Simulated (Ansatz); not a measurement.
Output of an Ansatz run (abridged):

```
WARN ansatz: RAYON_NUM_THREADS=1 ignored (pool sized by the plan → 1); use --threads N
Pseudopotentials: kind: paw
Pseudopotential: Mg, paw, valence charge 10
Pseudopotential: Sc, paw, valence charge 11
Crystal: 2 atoms, lattice volume = 47.219 Å³
Basis set: ecut = 420.4159175005146 eV, 925 PW (Γ), exchange–correlation on 50×50×50 points (8 copies of the dense FFT grid, shifted against one another)
Bands: 15, of which v1, the nominal top of the filled ones, is band 11 counted from 1 (10 counted from 0)
Symmetry: 8 space group operations
Space group: P4mm (ITA 99), of the structure as read, at distance tolerance 3.6e-5 Å
k-points: 75 of 729 (time reversal used)
PAW frozen core: Mg, regenerated for the run's functional, and the local potential with it
PAW frozen core: Sc, regenerated for the run's functional, and the local potential with it
Initial density: superposition of atomic densities (neutral atoms: chi_scale 0, normalization atom), corrected by the library's trained network
Initial wavefunctions: pseudopotential atomic-orbital guess
Eigensolver: davidson
Functional: x = pbesol(κ = 0.804, μ = 0.12345679012345678), c = pbesol(β = 0.046)
SCF iter   1: F=—  HF=-4023.474141 eV  |F-HF|=—  |Δ(HF+E_count)|=         —  Δρ=3.91e-3  dr2=7.38e-3  ethr=1.77e-3  ⟨swp⟩=4.9  Hψ=4953  notcnv=0
all-band conjugate gradients solve this SCF's bands
preconditioner: auto → none
SCF iter   2: F=—  HF=-4023.471608 eV  |F-HF|=—  |Δ(HF+E_count)|=   2.53e-3  Δρ=2.28e-3  dr2=2.90e-3  ethr=3.51e-5  ⟨swp⟩=2.0  Hψ=2043  notcnv=0
SCF iter   3: F=—  HF=-4023.470858 eV  |F-HF|=—  |Δ(HF+E_count)|=   7.50e-4  Δρ=2.65e-4  dr2=4.77e-5  ethr=1.38e-5  ⟨swp⟩=2.7  Hψ=1787  notcnv=0
SCF iter   4: F=—  HF=-4023.470918 eV  |F-HF|=—  |Δ(HF+E_count)|=   6.04e-5  Δρ=5.56e-5  dr2=1.52e-6  ethr=2.27e-7  ⟨swp⟩=2.8  Hψ=1729  notcnv=0
SCF iter   5: F=—  HF=-4023.470918 eV  |F-HF|=—  |Δ(HF+E_count)|=   2.66e-7  Δρ=1.65e-5  dr2=1.60e-7  ethr=7.26e-9  ⟨swp⟩=2.6  Hψ=1864  notcnv=0
SCF iter   6: F=-4023.470918 eV  HF=-4023.470918 eV  |F-HF|=6.80e-9  |Δ(HF+E_count)|=   3.22e-8  Δρ=3.74e-6  dr2=9.91e-9  ethr=4.76e-10  ⟨swp⟩=4.9  Hψ=4359  notcnv=0
SCF 1 converged in 6 iterations: F = -4023.470918 eV  dr2 = 9.91e-9
SCF converged after 6 iterations
Free energy (F): -4023.470918 eV
Harris-Foulkes:  -4023.470918 eV  (|F-HF|=6.80e-9)
Internal energy: -4023.458169 eV  (E = F + TS)
E sigma→0 (E₀):  -4023.464544 eV
Entropy (-TS):   -0.012749 eV (-6.374 meV/atom)
Fermi energy:    7.366293 eV
--- Per-component energies (eV) ---
  E_band       = -523.038788
  E_kinetic    = 334.238343
  E_local      = -2456.906050  (includes V_loc(G=0)·N_el)
  E_nonlocal   = 180.390303
  E_hartree    = 862.653966
  E_xc         = -130.931187
  E_vxc        = -164.283959  (∫ρ·V_xc dr)
  E_paw        = -1212.785363  (= ΣΔE_a)
  E_vpaw       = -141.787167  (= ΣTr[D̂ρ^β])
  E_aug_tail   = 0.000003  (compensation charges beyond the density's cutoff)
  E_ewald      = -1600.306072
  E_core_change = 0.187887  (= ΣΔE_core)
  E_smearing   = -0.012749  (= −TS)
  E_closure    = 0.000000  (closes the sum)
  Σ components = -4023.470918   (vs F -4023.470918, Δ=0.00e0)
--- Forces (eV/Å), atoms counted from 1 ---
  atom   1  Mg     0.00000000     0.00000000    -0.18069329
  atom   2  Sc    -0.00000000     0.00000000     0.18069561
  max |Σ_I F_I| component: 2.33e-6 eV/Å
--- Stress (GPa, compression-positive) ---
       -2.039268       0.000000      -0.000000
        0.000000      -2.039268       0.000000
       -0.000000       0.000000      -2.079085
  P = ⅓ Tr σ = -2.0525 GPa (-20.525 kbar)
  The stress holds the Pulay correction. Without it, at fixed plane waves, as pw.x and ABINIT print it: P = -2.0592 GPa
--- Band table (eV; the first three rows and the last of 75) ---
  k-point 0: bands = ["-67.3267", "-42.2867", "-34.2679", "-34.2679", "-34.2678", "-20.9563", "-20.9559", "-20.9559", "1.4402", "7.2457", "7.2460", "9.6918", "9.6923", "9.6923", "12.4502"]
  k-point 1: bands = ["-67.3267", "-42.2860", "-34.2682", "-34.2678", "-34.2678", "-20.9657", "-20.9552", "-20.9552", "1.5953", "7.1882", "7.3054", "9.5093", "9.5093", "9.7064", "11.7386"]
  k-point 2: bands = ["-67.3266", "-42.2844", "-34.2694", "-34.2677", "-34.2677", "-20.9894", "-20.9533", "-20.9533", "2.0516", "6.8490", "7.4654", "9.1419", "9.1419", "9.7440", "10.8089"]
  k-point 74: bands = ["-67.3263", "-42.2710", "-34.2711", "-34.2711", "-34.2711", "-21.0160", "-21.0157", "-21.0156", "6.2203", "6.4778", "6.4786", "9.7452", "9.7455", "9.7607", "10.7537"]
```

The structure:

```
CELL_PARAMETERS angstrom
      3.61443     0.00000     0.00000
      0.00000     3.61443     0.00000
      0.00000     0.00000     3.61443
ATOMIC_POSITIONS crystal
  Mg 0.00000 0.00000 0.01383
  Sc 0.50000 0.50000 0.50000
```

Question: Write an input that gives this output.

Answer: Other spellings and defaults could give the same log, and not every line can be read from it. The input that was run (DFT, PBEsol, plane waves, default PAW files made with PBE):

Ansatz 0.2 input:
```yaml
crystal:
  lattice:
    - [3.614432, 0.000000, 0.000000]
    - [0.000000, 3.614432, 0.000000]
    - [0.000000, 0.000000, 3.614432]
  atoms:
    - { symbol: Mg, position_ang: [0.000000, 0.000000, 0.049998] }
    - { symbol: Sc, position_ang: [1.807216, 1.807216, 1.807216] }
basis:
  ecutwfc: 30.9 Ry
kpoints:
  mp_grid:
    grid: [9, 9, 9]
hamiltonian:
  xc: pbesol
  pseudopotentials:
    kind: paw
scf:
  occupations:
    method: gaussian
    width: 0.0073 Ry
output:
  forces: true
  eigenvalues: true
  stress: true
```

The starting cell comes from a database of computed structures (which also holds hypothetical and non-ambient phases and stackings), without a prior relaxation at this level. Its lattice was rescaled by up to half a per cent. One atom was moved a little off its site on purpose. Ansatz's pressure includes its estimate of the finite-basis (Pulay) stress.

Ansatz is an electronic-structure program.
